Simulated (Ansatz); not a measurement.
We consider Ca(OH)2 (P-3m1, No. 164), described by HSE06 (Ansatz, a program for electronic structure, PAW).

Run with plane-wave cutoff 460 eV, 9×9×6 k mesh (along the axes of the cell as run), Fermi–Dirac smearing 0.01 eV, scalar-relativistic PAW data made under PBE.

Cell (relaxed at this level):

```cif
data_H2CaO2
_chemical_formula_sum 'Ca1 H2 O2'
_space_group_name_H-M_alt 'P 1'
_space_group_IT_number 1
_cell_length_a 3.59925
_cell_length_b 3.59925
_cell_length_c 4.98534
_cell_angle_alpha 90.000
_cell_angle_beta 90.000
_cell_angle_gamma 120.000
loop_
_space_group_symop_operation_xyz
  'x, y, z'
loop_
_atom_site_label
_atom_site_type_symbol
_atom_site_fract_x
_atom_site_fract_y
_atom_site_fract_z
_atom_site_occupancy
Ca1 Ca 0.00000 0.00000 0.00000 1
H1 H 0.33333 0.66667 0.57920 1
H2 H 0.66667 0.33333 0.42080 1
O1 O 0.33333 0.66667 0.77147 1
O2 O 0.66667 0.33333 0.22853 1
```

Q: Predict the band gap.

A: 
- band gap: 5.89 eV (on the SCF k mesh)

Note: the relaxation could not lower the start's symmetry, so the cell can be a saddle point above a distorted one.
